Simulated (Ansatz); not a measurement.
Reference: KCl (Pm-3m), PBEsol, rigid bands (plane waves, PAW, scalar-relativistic; Ansatz, an electronic-structure program); geometry: cell and atoms relaxed with PBEsol.

```xyz
2
Lattice="3.7375 0.0000 0.0000 0.0000 3.7375 0.0000 0.0000 0.0000 3.7375" Properties=species:S:1:pos:R:3 pbc="T T T"
K      0.0000     0.0000     0.0000
Cl     1.8688     1.8688     1.8688
```

| Quantity | Value |
|---|---|
| band gap | 4.96 eV |
| electron conductivity mass | 0.40 mₑ |
| Seebeck coefficient, n-type 1e19 cm⁻³ | -185 μV/K |

Q: Replace K by Rb on the same sites and relax. What happens?

A: RbCl (Pm-3m): volume per atom 26.1 to 29.4 Å³; band gap stays about the same (4.96 eV to 4.94 eV); electron conductivity mass falls (0.40 mₑ to 0.37 mₑ); Seebeck coefficient, n-type 1e19 cm⁻³ stays about the same (-185 μV/K to -176 μV/K).

Q: Replace K by Cs on the same sites and relax. What happens?

A: CsCl (Pm-3m): volume per atom 26.1 to 33.7 Å³; band gap rises (4.96 eV to 5.23 eV); electron conductivity mass rises (0.40 mₑ to 0.57 mₑ); Seebeck coefficient, n-type 1e19 cm⁻³ rises in size (-185 μV/K to -321 μV/K).

Q: Replace Cl by Br on the same sites and relax. What happens?

A: KBr (Pm-3m): volume per atom 26.1 to 30.4 Å³; band gap falls (4.96 eV to 3.96 eV); electron conductivity mass falls (0.40 mₑ to 0.33 mₑ); Seebeck coefficient, n-type 1e19 cm⁻³ falls in size (-185 μV/K to -165 μV/K).

Moves up to 5 % count as about the same. Masses are for dilute carriers at 300 K, harmonic means over directions unless an axis is named. Seebeck coefficients are for the stated density at 300 K, with one relaxation time for all states and whether or not that doping can be reached. Spin-orbit coupling is left out.

Computed structure with no diffraction record at hand here (it may be known, metastable or hypothetical): KBr (Pm-3m), KCl (Pm-3m), RbCl (Pm-3m).
